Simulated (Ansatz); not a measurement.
Worked example: self-consistent single point of HgSe (F-43m, 2 atoms in the cell) in Ansatz (a first-principles code)

Computed with PBE (plane waves, PAW; Ansatz).

This input was run:

Ansatz 0.2 input:
```yaml
# HgSe
crystal:
  lattice:
    - [0.000000, 3.049120, 3.049120]
    - [3.049120, 0.000000, 3.049120]
    - [3.049120, 3.049120, 0.000000]
  atoms:
    - { symbol: Hg, position: [0.000000, 0.000000, 0.000000] }
    - { symbol: Se, position: [0.250000, 0.250000, 0.250000] }
basis:
  ecutwfc: 30.9 Ry
kpoints:
  mp_grid:
    grid: [7, 7, 7]
hamiltonian:
  xc: pbe
  pseudopotentials:
    kind: paw
scf:
  occupations:
    method: fermi_dirac
    width: 0.0015 Ry
output:
  forces: true
  eigenvalues: true
  stress: true
```

The program printed (abridged):

```
WARN ansatz: RAYON_NUM_THREADS=1 ignored (pool sized by the plan → 1); use --threads N
Pseudopotentials: kind: paw
Pseudopotential: Hg, paw, valence charge 20
Pseudopotential: Se, paw, valence charge 16
Crystal: 2 atoms, lattice volume = 56.696 Å³
Basis set: ecut = 420.4159175005146 eV, 1067 PW (Γ), exchange–correlation on 60×60×60 points (8 copies of the dense FFT grid, shifted against one another)
Bands: 22, of which v1, the nominal top of the filled ones, is band 18 counted from 1 (17 counted from 0)
Symmetry: 24 space group operations
Space group: F-43m (ITA 216), of the structure as read, at distance tolerance 3.8e-5 Å
k-points: 20 of 343 (time reversal used)
Initial density: superposition of atomic densities (neutral atoms: chi_scale 0, normalization atom), corrected by the library's trained network
Initial wavefunctions: pseudopotential atomic-orbital guess
Eigensolver: davidson
Functional: x = pbe(κ = 0.804, μ = 0.2195149727645171), c = pbe(β = 0.06672455060314922)
SCF iter   1: F=—  HF=-19282.901121 eV  |F-HF|=—  |Δ(HF+E_count)|=         —  Δρ=1.22e-3  dr2=1.48e-3  ethr=1.77e-3  ⟨swp⟩=6.0  Hψ=1938  notcnv=0
all-band conjugate gradients solve this SCF's bands
preconditioner: auto → none
SCF iter   2: F=—  HF=-19282.901857 eV  |F-HF|=—  |Δ(HF+E_count)|=   7.36e-4  Δρ=4.92e-4  dr2=1.43e-4  ethr=4.12e-6  ⟨swp⟩=2.0  Hψ=867  notcnv=0
SCF iter   3: F=—  HF=-19282.901912 eV  |F-HF|=—  |Δ(HF+E_count)|=   5.45e-5  Δρ=2.38e-4  dr2=3.15e-5  ethr=3.98e-7  ⟨swp⟩=2.1  Hψ=724  notcnv=0
SCF iter   4: F=—  HF=-19282.901941 eV  |F-HF|=—  |Δ(HF+E_count)|=   2.87e-5  Δρ=9.01e-5  dr2=5.25e-6  ethr=8.76e-8  ⟨swp⟩=2.0  Hψ=606  notcnv=0
SCF iter   5: F=—  HF=-19282.901949 eV  |F-HF|=—  |Δ(HF+E_count)|=   8.66e-6  Δρ=1.82e-5  dr2=1.78e-7  ethr=1.46e-8  ⟨swp⟩=2.0  Hψ=621  notcnv=0
SCF iter   6: F=-19282.901950 eV  HF=-19282.901950 eV  |F-HF|=3.17e-8  |Δ(HF+E_count)|=   4.83e-7  Δρ=5.49e-6  dr2=1.18e-8  ethr=2.78e-10  ⟨swp⟩=5.7  Hψ=1899  notcnv=0
SCF 1 converged in 6 iterations: F = -19282.901950 eV  dr2 = 1.18e-8
SCF converged after 6 iterations
Free energy (F): -19282.901950 eV
Harris-Foulkes:  -19282.901950 eV  (|F-HF|=3.17e-8)
Internal energy: -19282.901722 eV  (E = F + TS)
E sigma→0 (E₀):  -19282.901836 eV
Entropy (-TS):   -0.000228 eV (-0.114 meV/atom)
Fermi energy:    8.748255 eV
--- Per-component energies (eV) ---
  E_band       = -874.013297
  E_kinetic    = 722.167792
  E_local      = -5799.306225  (includes V_loc(G=0)·N_el)
  E_nonlocal   = -522.569966
  E_hartree    = 2653.891371
  E_xc         = -324.475508
  E_vxc        = -360.292550  (∫ρ·V_xc dr)
  E_paw        = -11855.685999  (= ΣΔE_a)
  E_vpaw       = -221.795715  (= ΣTr[D̂ρ^β])
  E_aug_tail   = 0.000348  (compensation charges beyond the density's cutoff)
  E_ewald      = -4156.923535
  E_smearing   = -0.000228  (= −TS)
  E_closure    = 0.000000  (closes the sum)
  Σ components = -19282.901950   (vs F -19282.901950, Δ=0.00e0)
--- Forces (eV/Å), atoms counted from 1 ---
  atom   1  Hg     0.00000000    -0.00000000     0.00000000
  atom   2  Se    -0.00000000    -0.00000000    -0.00000000
  max |Σ_I F_I| component: 4.63e-17 eV/Å
--- Stress (GPa, compression-positive) ---
        4.095421       0.000000      -0.000000
        0.000000       4.095421       0.000000
        0.000000       0.000000       4.095421
  P = ⅓ Tr σ = 4.0954 GPa (40.954 kbar)
  The stress holds the Pulay correction. Without it, at fixed plane waves, as pw.x and ABINIT print it: P = 4.0643 GPa
--- Band table (eV; the first three rows and the last of 20) ---
  k-point 0: bands = ["-105.7021", "-54.1725", "-54.1725", "-54.1725", "-38.7447", "-38.7447", "-38.7447", "-38.7414", "-38.7414", "-4.6722", "1.6135", "1.6135", "1.6135", "2.3444", "2.3444", "7.7914", "8.7341", "8.7341", "8.7341", "14.2437", [...]
  k-point 1: bands = ["-105.7021", "-54.1726", "-54.1726", "-54.1726", "-38.7447", "-38.7447", "-38.7447", "-38.7414", "-38.7414", "-4.5878", "1.6519", "1.6519", "1.6537", "2.3419", "2.3419", "6.7025", "8.5348", "8.5348", "9.4416", "13.8676", [...]
  k-point 2: bands = ["-105.7021", "-54.1728", "-54.1726", "-54.1726", "-38.7448", "-38.7447", "-38.7447", "-38.7413", "-38.7413", "-4.3913", "1.7290", "1.7290", "1.8651", "2.3530", "2.3530", "5.1011", "8.1248", "8.1248", "9.8498", "14.3334", [...]
  k-point 19: bands = ["-105.7021", "-54.1729", "-54.1728", "-54.1727", "-38.7448", "-38.7447", "-38.7447", "-38.7413", "-38.7413", "-4.0570", "1.8830", "1.9883", "2.2562", "2.3293", "2.8824", "3.5359", "5.9242", "6.6641", "12.0928", "13.6914", [...]
```

The run converged in 6 iterations.

The starting cell has typed, rounded lattice constants, without a prior relaxation at this level. Its lattice was rescaled by up to half a per cent. Spin-orbit coupling is off. With a pressure of about 4 GPa the cell is away from its equilibrium volume at this level. Ansatz's pressure includes its estimate of the finite-basis (Pulay) stress. The run gives no clean gap (levels at the Fermi energy touch, overlap or are partly filled at this smearing), which alone does not show that the compound is a metal.
